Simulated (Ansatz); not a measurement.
# Hypothetical P6_422 BeS: pressure series

Start from BeS (space group P6_422, No. 181; a = 3.424 Å, c = 7.746 Å; a hypothetical phase, not in the database extracts checked).

Cell and atoms are relaxed at each pressure.

The values are results of Kohn–Sham DFT with the PBEsol functional, run in Ansatz (an electronic-structure program) with PAW and 420 eV plane waves, no SOC, not measurements.

```tsv
pressure (GPa)	volume per atom (Å³/atom)
0	13.104
0.7	13.019
1.5	?
3	12.754
5	12.543
7.5	12.301
10	12.079
```

**Question.** Fit the third-order Birch–Murnaghan form P(V) = (3B₀/2)[(V₀/V)^(7/3) − (V₀/V)^(5/3)]·[1 + (3/4)(B₀′ − 4)((V₀/V)^(2/3) − 1)] (squares taken in P) to the rows shown and predict the withheld row.

**Answer.** Least squares on the printed values gives V₀ = 13.104 Å³/atom, B₀ = 105 GPa, B₀′ = 3.8; this predicts 12.924 Å³/atom, and the run gives 12.924 Å³/atom, in agreement.

Load acts through the strain it causes; cell and atoms are relaxed under it. No phonon test of stability was made. Competing high-pressure phases were not computed. The base started in P3_121 and relaxed to P6_422 at this level.
